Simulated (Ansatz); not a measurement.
TaF5 (C2/m, No. 12) was calculated with r²SCAN+rVV10 in Ansatz (plane waves, PAW).

Run with plane-wave cutoff 500 eV, 6×6×8 k mesh (along the axes of the cell as run), Fermi–Dirac smearing 0.05 eV, scalar-relativistic PAW data made under PBE.

Computed at the level's own relaxed cell.

Give the computed equilibrium volume per atom and band gap.


equilibrium volume per atom: 13.23 Å³/atom
band gap: 6.32 eV (on the SCF k mesh)

Note: the relaxation could not lower the start's symmetry, so the cell can be a saddle point above a distorted one; the volume lies 7 % below that of the published cell.

Spin–orbit coupling is not included.

Computed values are for the static lattice.

Ansatz is an electronic-structure program.
